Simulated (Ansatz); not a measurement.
Consider the following.

```
Sc2Au
1.0
    0.00000     3.25840     3.25840
    3.25840     0.00000     3.25840
    3.25840     3.25840     0.00000
Sc Au
2 1
Direct
  0.25000   0.25000   0.25000
  0.75000   0.75000   0.75000
  0.00000   0.00000   0.00000
```

A single point on Ga2Au with a change (Ga → Sc), its geometry relaxed with PBEsol.

The values are results of PBEsol (Ansatz, a program for electronic structure, PAW, with spin-orbit coupling), not measurements. Settings: 12×12×12 k-points, 0.05 eV Fermi–Dirac smearing.

Problem. Predict the band gap and pressure.

Solution. 
- Band gap = zero
- Pressure = -0.6 GPa

Single points use the geometry relaxed with PBEsol. Stability against distortions was not tested. The cell was made from Ga2Au by this change: Ga → Sc; the result is a hypothetical phase, not in the database extracts checked.
